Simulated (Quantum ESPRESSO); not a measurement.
Troubleshooting Quantum ESPRESSO: a failed run on LaAg2 (C2/m, 6 atoms in the cell). The aim is a self-consistent single point with DFT, PBEsol, plane waves, GBRV 1.5 ultrasoft (PBESOL) pseudopotentials.

Cell that was meant: a = 6.0175 Å, b = 6.0175 Å, c = 4.8381 Å, α = 113.61°, β = 113.61°, γ = 75.84°.

Part of the input:

```fortran
Ag    2.311399166    2.172878618    2.775332966
Ag    4.725462834   -2.172878618    1.392522034
Ag    4.725462834    2.172878618    1.392522034
Ag1    2.311399166   -2.172878618    2.775332966
K_POINTS automatic
4 4 4  0 0 0
CELL_PARAMETERS angstrom
```

Output (repeated stretches shortened):

```
     This program is part of the open-source Quantum ESPRESSO suite
     for quantum simulation of materials; please cite

 %%%%%%%%%%%%%%%%%%%%%%%%%%%%%%%%%%%%%%%%%%%%%%%%%%%%%%%%%%%%%%%%%%%%%%%%%%%%%%
     Error in routine read_cards (6):
     species Ag1 in ATOMIC_POSITIONS is nonexistent
 %%%%%%%%%%%%%%%%%%%%%%%%%%%%%%%%%%%%%%%%%%%%%%%%%%%%%%%%%%%%%%%%%%%%%%%%%%%%%%

     stopping ...
```

### Question
From the messages shown, name the fault and mend the input.

### Answer
The fault is an atom label that is not in the list of species. Labels in the positions must match the species card. To fix it, correct the label. The program stopped before any SCF iteration.

The sound input it was made from differs as follows (other fixes are possible):
```diff
-Ag1    2.311399166   -2.172878618    2.775332966
+Ag    2.311399166   -2.172878618    2.775332966
```

With that input, the run converged in 16 iterations: free energy E − TS -18867.0162 eV; Fermi level (on the code's own zero) 13.75 eV; pressure -3.63 GPa; largest force (vector length) 0.039 eV/Å (DFT, PBEsol, plane waves, GBRV 1.5 ultrasoft (PBESOL) pseudopotentials).

On the sound input: the starting cell comes from a database of computed structures (which also holds hypothetical and non-ambient phases and stackings), without a prior relaxation at this level. With a pressure of about -4 GPa the cell is away from its equilibrium volume at this level.
